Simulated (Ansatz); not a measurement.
A constructed model of the (100) surface of fcc Cu, a layer of Mg in place of the second plane (bottom of the slab: a bare face, its two planes held)

The numbers are results of PBE (plane waves to 420 eV, PAW; Ansatz, a quantum-chemistry and plane-wave program), not measurements.

Model: 6-atom slab, 9.2 Å thick at the start (thin: gaps and levels are the slab's own), 15x15x1 mesh, Fermi-Dirac 0.1 eV, dipole correction, 2 atoms held, the rest relaxed; held to the start's symmetry, so lower structures may exist; no spin, no spin-orbit, no U. It is one candidate, not shown to be the stable structure of the face.

```
Property                                        Value
-----------------------------  ----------------------
work function of the top face                 4.52 eV
energy released by relaxation                 0.11 eV
cost                           roughly 6 core-minutes
```
